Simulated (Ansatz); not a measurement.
Levels about the gap of amorphous Zr20O43Mo (64 atoms in a cell of 828 Å³, 5.23 g/cm³; zone centre alone, so wide bands show as single levels with stretches between that a denser mesh fills), at the geometry that PBE relaxed, where it gives -2.3 GPa on a denser mesh. The participation number counts the atoms over which a state spreads; weights are charges in smoothed Voronoi cells. The levels come from a single point, so bond lengths are those of that geometry. Method of the levels: r2SCAN, scalar-relativistic without spin-orbit coupling (Ansatz, a first-principles code). Sampling: the zone centre alone; Fermi-Dirac width 0.02 eV; no spin polarisation. At PBE the levels at both edges of the gap are localised (band-tail or defect states), and the nearest spread-out levels lie 3.9 eV apart at the zone centre.

Preparation: random packing, a CHGNet melt and quench, and a DFT relaxation. O atoms were pushed apart under 1.9 Å during the dynamics, to hinder bonds among them. The hot cell started wider than the set density and was brought back towards it in steps. It is the lowest in DFT energy of 2 quenches. It is a model cell: composition and starting density were chosen by hand, and all elements were melted together. No dispersion term was used. Its density started from a set value of 5.23 and ended at 5.23 g/cm³. Cooling (nominally 300 K/ps over its main leg) ran many orders faster than in experiment, which tends to leave more defects and strain. Values belong to this one cell and scatter from quench to quench. The volume was held where the preparation left it and the shape relaxed, at a PBE pressure of -2.3 GPa (tension). Stress components on the final sampling reach 2.4 GPa.

| E - E(highest filled), eV | filling | participation number | largest on | weight O | weight Zr | weight Mo |
|---|---|---|---|---|---|---|
| -0.40 | filled | 28.3 | O, 3 neighbours | 0.95 | 0.05 | 0.00 |
| -0.36 | filled | 19.0 | O, 3 neighbours | 0.94 | 0.06 | 0.00 |
| -0.32 | filled | 22.1 | O, 3 neighbours | 0.95 | 0.05 | 0.00 |
| -0.28 | filled | 18.1 | O, 3 neighbours | 0.95 | 0.05 | 0.00 |
| -0.19 | filled | 14.4 | O, 3 neighbours | 0.96 | 0.04 | 0.00 |
| -0.11 | filled | 9.5 | O, 3 neighbours | 0.95 | 0.05 | 0.00 |
| 0.00 | filled | 3.6 | O, 3 neighbours | 0.94 | 0.04 | 0.02 |
| 2.79 | empty | 3.1 | Mo, 6 neighbours | 0.39 | 0.07 | 0.54 |
| 3.24 | empty | 3.3 | Mo, 6 neighbours | 0.38 | 0.10 | 0.52 |
| 3.54 | empty | 3.9 | Mo, 6 neighbours | 0.40 | 0.12 | 0.47 |
| 4.12 | empty | 14.7 | Zr, 6 neighbours | 0.34 | 0.65 | 0.01 |
| 4.27 | empty | 21.2 | Zr, 7 neighbours | 0.32 | 0.68 | 0.00 |
| 4.31 | empty | 15.1 | Zr, 7 neighbours | 0.30 | 0.70 | 0.00 |
| 4.40 | empty | 22.1 | Zr, 7 neighbours | 0.30 | 0.70 | 0.01 |

Most localised among these is the empty level at +2.79 eV, on a Mo atom, which has 6 neighbours (O 1.75 Å, O 1.78 Å, O 1.87 Å, O 1.98 Å, O 2.04 Å, O 2.26 Å).
